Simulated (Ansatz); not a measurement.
A working Ansatz (an electronic-structure program) input for TiTe₂ (I4_1/amd, 6 atoms in the cell) (DFT, PBE, plane waves, default PAW files):

Ansatz 0.2 input:
```yaml
crystal:
  lattice:
    - [-2.606696, 2.606696, 6.552207]
    - [2.606696, -2.606696, 6.552207]
    - [2.606696, 2.606696, -6.552207]
  atoms:
    - { symbol: Ti, position: [0.500000, 0.500000, 0.000000] }
    - { symbol: Ti, position: [0.250000, 0.750000, 0.500000] }
    - { symbol: Te, position: [0.291900, 0.291900, 0.000000] }
    - { symbol: Te, position: [0.041900, 0.541900, 0.500000] }
    - { symbol: Te, position: [0.458100, 0.958100, 0.500000] }
    - { symbol: Te, position: [0.708100, 0.708100, 0.000000] }
basis:
  ecutwfc: 30.9 Ry
kpoints:
  mp_grid: { grid: [6, 6, 6], shift: [0.5, 0.5, 0.5] }
hamiltonian:
  xc: pbe
  pseudopotentials: { kind: paw }
scf:
  occupations: { method: methfessel_paxton, width: 0.02 Ry }
output:
  forces: true
  eigenvalues: true
  stress: true
```

The run converged in 8 iterations: free energy E − TS (on the zero of these files) -32921.5491 eV; Fermi level (on the code's own zero) 8.81 eV; pressure 6.04 GPa; largest force (vector length) 0.251 eV/Å. Each of these slips is then made, one at a time:

(1)
```diff
-  atoms:
+ atoms:
```

(2)
```diff
-  mp_grid: { grid: [6, 6, 6], shift: [0.5, 0.5, 0.5] }
+  mp_grid: { grid: [1, 1, 1], shift: [0.5, 0.5, 0.5] }
```

What happens in each case?


(1) Broken indentation. The program stopped before any SCF iteration.
```
Error: YAML parse error: error: line 2 column 3: crystal: missing field `atoms` (a structure is typed as `lattice` and `atoms`, a molecule's as `atoms` in Å alone, or read from a run's directory, `checkpoint`)
 --> <input>:2:3
  |
1 | crystal:
2 |   lattice:
  |   ^ crystal: missing field `atoms` (a structure is typed as `lattice` and `atoms`, a mo [...]
```

(2) A single k-point for a small metallic cell. The run converged in 11 iterations without an error; against the sound input the free energy rises by 1.16 eV/atom, the pressure goes from 6.04 to 11.76 GPa and the largest force goes from 0.251 to 2.064 eV/Å.

The starting cell was generated: these elements placed on a structure prototype, without a prior relaxation; it need not be a known phase or ordering of this composition. Its lattice was rescaled by a random factor within 2.5 % of one. Spin polarisation is off, so a magnetic state, if there is one, cannot be reached. In the base run, with a pressure of about 6 GPa the cell is away from its equilibrium volume at this level. Ansatz's pressure includes its estimate of the finite-basis (Pulay) stress.

Left out of this page: 2 runs of the series outside the window shown, repeating another row's setting, or not comparable; 1 run of the series held back from this collection; 1 run of the series stopped by limits of time or memory.
